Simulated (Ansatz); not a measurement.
# Free zigzag chain of Ag atoms

Computed with PBE (plane waves to 420 eV, PAW; Ansatz, a first-principles code). Mesh 1×1×68. No spin polarisation, so a magnetic state wasn't tested. It repeats along c; a and b span vacuum. A hypothetical model. It keeps the symmetry and period of its start, so it need not be a minimum against all distortions. Pairing along the axis, which can open a gap, is among the distortions not tried. Values not marked SOC lack spin–orbit coupling.

```
Property                                                                                                             Value
--------------------------------------------------------------------  ----------------------------------------------------
period along the axis (2 atoms)                                                                                    2.726 Å
PBE gap                                                                                               none (under 0.01 eV)
crossings of the Fermi level between Γ and the zone edge (49 points)  2, each for both spins (ideal conductance 2 × 2e²/h)
work function (PBE)                                                                                                4.46 eV
```

```yaml
crystal:
  lattice:
    - [12.50000, 0.00000, 0.00000]
    - [0.00000, 11.00000, 0.00000]
    - [0.00000, 0.00000, 2.72623]
  atoms:
    - { symbol: Ag, position: [0.40355, 0.50000, 0.00000] }
    - { symbol: Ag, position: [0.59645, 0.50000, 0.50000] }
```
